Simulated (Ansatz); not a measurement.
Start from CdS in the wurtzite structure (space group P6_3mc, No. 186; a = 4.1962 Å, c = 6.8295 Å). Axes: x lies along a and z along c of the hexagonal cell.

Computed with DFT with PBE, PAW potentials and a 420 eV plane-wave cutoff in Ansatz (a first-principles code), without spin-orbit coupling.

Strains are applied to the cell and any free atomic positions relax.

One change was made to it. Results:

The pressure (mean of the normal stresses, compression positive) goes from zero to -14.9 kbar; the band gap shrinks by 0.126 eV, from 1.11 eV to 0.99 eV; the valence-band top at Γ (three highest levels, from the VBM) becomes 0.00, 0.00, -0.13 eV (base: 0.00, 0.00, -0.04 eV); the electron mass goes from 0.12 mₑ along c, 0.13 mₑ across (at Γ) to 0.11 mₑ along z, 0.12 mₑ across (at Γ).

Question: What was done to the base?
A) uniaxial strain ε_zz = +0.60 %
B) uniaxial strain ε_zz = +3.00 %
C) uniaxial strain ε_zz = +1.20 %

Answer: B, uniaxial strain ε_zz = +3.00 %. For comparison, the band gap in the other runs: uniaxial strain ε_zz = +1.20 % gives 1.06 eV; uniaxial strain ε_zz = +0.60 % gives 1.09 eV.

Masses are band curvatures over ±0.01 Å⁻¹ around the edge. Stability against distortions was not tested.
